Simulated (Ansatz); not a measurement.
The parent structure is CoPdO₂ (space group R-3m, No. 166; a = 2.826 Å, c = 17.754 Å (hexagonal axes); non-magnetic).

Calculations: DFT with r2SCAN, PAW potentials and a 500 eV plane-wave cutoff in Ansatz (a quantum-chemistry and plane-wave program), scalar-relativistic without spin-orbit coupling.

Before the change:

- Lattice parameter a = 2.826 Å
- c/a ratio = 6.283

Perturbation: every Pd is replaced by Pt; the structure is relaxed again.

Tabulated Pauling electronegativity and covalent radius: Pd 2.20, 1.39 Å; Pt 2.28, 1.36 Å.

Question: What happens to the lattice parameter a and c/a ratio?

Answer: The lattice parameter a decreases by 0.004 Å, from 2.826 Å to 2.822 Å; the c/a ratio goes up by 0.026 (6.283 → 6.309).

Stability against distortions was not tested. Seeded moments were not kept for Pd → Pt and the base. No Hubbard U is applied and the magnetic state is the run's own (CoPtO2 non-magnetic; CoPdO2 non-magnetic); small cells can't hold the antiferromagnetic order that many such compounds have, so gaps and moments can be off. All final runs are without spin polarisation. An odd electron count without spin: CoPtO2 and CoPdO2.
